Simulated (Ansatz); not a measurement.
The parent structure is AlN (space group P4_2/mnm, No. 136; a = 5.2943 Å, c = 3.1090 Å; a hypothetical phase, not in the database extracts checked).

Level of theory: Kohn–Sham DFT with the PBEsol functional, run in Ansatz (an electronic-structure program) with PAW and 420 eV plane waves, without spin-orbit coupling.

One change was made to it. Results:

```
quantity                             base       after
-----------------------------  ----------  ----------
band gap                          3.75 eV     3.77 eV
shortest interatomic distance     1.867 Å     1.865 Å
smallest direct gap               3.76 eV     3.79 eV
density                        3.12 g/cm³  3.14 g/cm³
```

**Question.** Which change produced these results?
A) pressure −1 GPa
B) pressure 3 GPa
C) pressure 0.7 GPa

**Answer.** C, pressure 0.7 GPa. For comparison, the band gap in the other runs: pressure 3 GPa gives 3.85 eV; pressure −1 GPa gives 3.71 eV.

Load acts through the strain it causes; cell and atoms are relaxed under it. Stability against distortions was not tested.
